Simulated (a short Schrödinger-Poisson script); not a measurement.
Structure: MOS inversion layer, SiO2 on p-type Si(100), at 300 K.

From the gate side: 2.4 nm SiO2; 290 nm Si, acceptors 2.2e18 cm⁻³.

The device is made up for the run: typed textbook-type constants, with dimensions and the other settings drawn at random. SiO2: permittivity 3.9, conduction-band edge (eV) 3.15, gap (eV) 9, electron mass (mₑ) 0.5. Si: permittivity 11.7, conduction-band edge (eV) 0, gap (eV) 1.124, Nv at 300 K (cm⁻³) 3.1e19.

Channel valleys (confinement mass, in-plane density-of-states mass, number): Δ2 0.916, 0.19, 2; Δ4 0.19, 0.417, 4. At the gate the conduction-band edge of layer 1 lies 3.49 eV − eVg above the Fermi level of the channel; the field vanishes at the back. Gaps are held at their typed values at every temperature. Mesh 0.03 nm at interfaces.

From a short Schrödinger-Poisson script (our own, NumPy): 1D Poisson equation in equilibrium, electrons quantum, Hartree (BenDaniel-Duke, 12 states a valley, the channel's in-plane mass for all, wave functions free to enter the dielectric), parabolic valleys, classical holes, full ionisation, no traps, pinning or gate leakage.

| Vg (V) | electrons (cm⁻²) | C (μF/cm²) | Δ2 E0 (meV from the Fermi level) | Δ4 E0 (meV from the Fermi level) |
|---|---|---|---|---|
| 0.9 | 5.45e9 | 0.348 | 176.9 | 253.1 |
| 1 | 7.30e10 | 0.518 | 109.3 | 187.4 |
| 1.1 | 3.97e11 | 0.875 | 64.5 | 144.3 |
| 1.2 | 9.51e11 | 1.05 | 40.4 | 121.8 |
| 1.3 | 1.60e12 | 1.13 | 25.2 | 108.1 |
| 1.4 | 2.30e12 | 1.17 | 14.0 | 98.4 |
| 1.5 | 3.03e12 | 1.19 | 5.0 | 90.9 |
| 1.6 | 3.77e12 | 1.21 | -2.7 | 84.7 |
| 1.7 | 4.52e12 | 1.22 | -9.4 | 79.4 |
| 1.8 | 5.28e12 | 1.23 | -15.5 | 74.7 |
| 1.9 | 6.05e12 | 1.24 | -21.1 | 70.5 |
| 2 | 6.82e12 | 1.25 | -26.3 | 66.6 |
| 2.1 | 7.60e12 | 1.25 | -31.2 | 63.1 |
| 2.2 | 8.38e12 | 1.26 | -35.8 | 59.7 |
| 2.3 | 9.16e12 | 1.26 | -40.2 | 56.6 |
| 2.4 | 9.95e12 | 1.27 | -44.5 | 53.7 |

Gate voltages with under 1e9 electrons/cm² are left out.

At Vg = 2.4 V the lowest Δ2 subband lies at -44.5 meV from the Fermi level. How many electrons does it hold, and what share of all?

The two-dimensional density of states is g m/(πħ²) = 1.59e11 cm⁻² meV⁻¹ (both spins), kT = 25.9 meV, so n = D kT ln(1 + exp(−E/kT)) = 7.73e12 cm⁻², 0.78 of the 9.95e12 cm⁻² in all.

Compare the slope of the sheet density between 2.2 and 2.4 V with the geometric capacitance of the layers between gate and channel.

q Δn/ΔV = 1.26 μF/cm²; ε0/Σ(t/ε) = 1.44 μF/cm². The ratio is 0.87: the channel acts as a further capacitance in series.
